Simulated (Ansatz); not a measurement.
Consider the following.

```yaml
crystal:
  lattice:
    - [0.00000, 2.75443, 2.75443]
    - [2.75443, 0.00000, 2.75443]
    - [2.75443, 2.75443, 0.00000]
  atoms:
    - { symbol: Si, position: [0.00000, 0.00000, 0.00000] }
    - { symbol: Si, position: [0.25000, 0.25000, 0.25000] }
```

Computed with LDA, finite-displacement electron-phonon coupling, linearised Boltzmann equation (plane waves, PAW, scalar-relativistic; Ansatz, an electronic-structure program). Condition of this run: hydrostatic pressure -5 GPa (the target of the relaxation). Cell: relaxed with this functional, without spin-orbit coupling, then loaded as said.

Question: What phonon-limited electron drift mobility does this give at 300 K?

Answer: 1320 cm²/(V·s).

Scattering by harmonic phonons alone: no impurities, screening or carrier-carrier scattering, bands fixed at 0 K. From a coarser fine mesh the values given move by up to 4 %. The mesh was bound by memory.
